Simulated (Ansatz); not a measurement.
The parent structure is BAs in the zinc blende structure (space group F-43m, No. 216; a = 4.784 Å). Axes: x, y, z lie along the cube axes.

The values are results of Ansatz (a quantum-chemistry and plane-wave program), r2SCAN, PAW, cutoff 500 eV, no SOC, not measurements.

Strains are applied to the cell and any free atomic positions relax; under biaxial strain the out-of-plane vector relaxes too.

One change was made to it. Results:

The energy rises by 0.7 meV/atom; the shortest interatomic distance grows by 0.0053 Å (2.071 Å → 2.077 Å); the valence-band top at Γ (three highest levels, from the VBM) changes from 0.00, 0.00, 0.00 eV to 0.00, -0.07, -0.07 eV.

### Question
Which of these changes matches the shifts?
A. biaxial strain +2.00 %, plane normal [001], relaxed out of plane
B. biaxial strain +1.00 %, plane normal [001], relaxed out of plane
C. biaxial strain +0.50 %, plane normal [001], relaxed out of plane
D. biaxial strain +1.50 %, plane normal [001], relaxed out of plane
E. biaxial strain +3.00 %, plane normal [001], relaxed out of plane

### Answer
C, biaxial strain +0.50 %, plane normal [001], relaxed out of plane. For comparison, the energy relative to the base in the other runs: biaxial strain +1.50 %, plane normal [001], relaxed out of plane gives +6.0 meV/atom; biaxial strain +2.00 %, plane normal [001], relaxed out of plane gives +11 meV/atom; biaxial strain +3.00 %, plane normal [001], relaxed out of plane gives +23 meV/atom; biaxial strain +1.00 %, plane normal [001], relaxed out of plane gives +2.7 meV/atom.

The levels and masses belong to the bands next to the band gap. No phonon test of stability was made.
